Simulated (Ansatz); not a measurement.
# Effect of tensor shear ε_xz = +1.67 % on WS2

Base system: WS2 (space group P6_3/mmc, No. 194; a = 3.115 Å, c = 11.772 Å; layered, stacked along the Cartesian z axis). Axes: x lies along a and z along c of the hexagonal cell.

It is then changed as follows: tensor shear ε_xz = +1.67 % (engineering shear γ = 0.0334), atoms relaxed at fixed cell.

All numbers come from PBEsol-D3(BJ)/PAW in Ansatz (a program for electronic structure), spin-orbit coupling left out. k-mesh 12×12×3 (Γ-centred); smearing 0.05 eV (Fermi–Dirac).

- Volume per atom = 16.48 Å³ (base 16.48 Å³)
- Space group = C2/c (No. 15) (base P6_3/mmc (No. 194))
- Shortest interatomic distance = 2.386 Å (base 2.389 Å)
- Energy relative to the base (free energy F) = +1.9 meV/atom
- Band gap = 0.65 eV (base 0.65 eV)
- Gap character = indirect, Γ → k = (0.167, 0.167, 0) in the run's primitive reciprocal basis
- Electron mass = 0.38 mₑ along z, 0.48 mₑ across (off the special points) (base 0.39 mₑ along c, 0.46 mₑ across (off the special points))
- Hole mass = 0.95 mₑ along z, 0.46 mₑ across (at Γ) (base 0.96 mₑ along c, 0.46 mₑ across (at Γ))
- Valence-band top at Γ (three highest levels, from the VBM) = 0.00, -1.26, -1.61 eV (base 0.00, -1.26, -1.60 eV)
- Largest internal atomic displacement = 0.051 Å
- Stress (xx, yy, zz, yz, xz, xy; compression positive) = (0.03, 0.11, 0.23, 0.00, -1.09, 0.00) GPa

Final structure:

```
WS2
1.0
    3.11474     0.00000     0.05202
   -1.55737     2.69745    -0.02601
    0.19660     0.00000    11.77237
W S
2 4
Direct
  0.66949   0.33899   0.25000
  0.33051   0.66101   0.75000
  0.64821   0.32761   0.88355
  0.32060   0.67239   0.38355
  0.35179   0.67239   0.11645
  0.67940   0.32761   0.61645
```

Spin-orbit coupling, missing from the scalar runs, can matter with W. The cells carry an imposed strain or load. Effective masses come from finite differences of ±0.01 Å⁻¹. Stability against distortions was not tested. k-point labels follow each cell's own Brillouin zone.
